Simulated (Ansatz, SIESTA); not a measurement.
SrMg₅ (P-6m2, 6 atoms in the cell) computed with different codes at matched settings

Self-consistent single point.

```xyz
6
Lattice="3.5220 0.0000 0.0000 -1.7610 3.0501 0.0000 0.0000 0.0000 15.3772" Properties=species:S:1:pos:R:3 pbc="T T T"
Sr     1.7610     1.0167     0.0000
Mg     0.0000     0.0000    12.4123
Mg     0.0000     0.0000     2.9649
Mg     1.7610     1.0167    10.0584
Mg     1.7610     1.0167     5.3188
Mg     0.0000     0.0000     7.6886
```

Shared settings, as Ansatz (an electronic-structure program) writes them: kpoints.mp_grid.grid = 7 7 2; magnetization.spin_orbit = true; scf.occupations.method = gaussian; scf.occupations.width = 0.136 eV. Potentials and cutoffs stand in the table.

| code | model | pressure (GPa) | largest force (eV/Å) | cutoff |
|---|---|---|---|---|
| SIESTA | GGA PBEsol with spin-orbit coupling, numerical atomic orbitals DZP, PseudoDojo PBEsol fully relativistic norm-conserving potentials (rewritten from UPF to PSML) | – | 0.258 | grid 350 Ry |
| Ansatz | PBEsol with spin-orbit coupling, PAW files made with PBE | -0.49 | 0.193 | default |

Size of the force on each atom (eV/Å): Sizes of forces hide their directions.

| code | Sr1 | Mg2 | Mg3 | Mg4 | Mg5 | Mg6 |
|---|---|---|---|---|---|---|
| SIESTA | 0.000 | 0.258 | 0.258 | 0.092 | 0.092 | 0.000 |
| Ansatz | 0.000 | 0.193 | 0.193 | 0.113 | 0.113 | 0.000 |

A dash marks a value that a program does not give, or that is left out as unsure.

The spread over the programs that give each value: largest force within 0.065 eV/Å.

SIESTA uses small atom-centred bases, whose incompleteness enters pressures, forces and empty levels differently from a plane-wave cutoff.

The starting cell comes from a database of computed structures (which also holds hypothetical and non-ambient phases and stackings), without a prior relaxation at this level.

Keys are those of Ansatz 0.2.
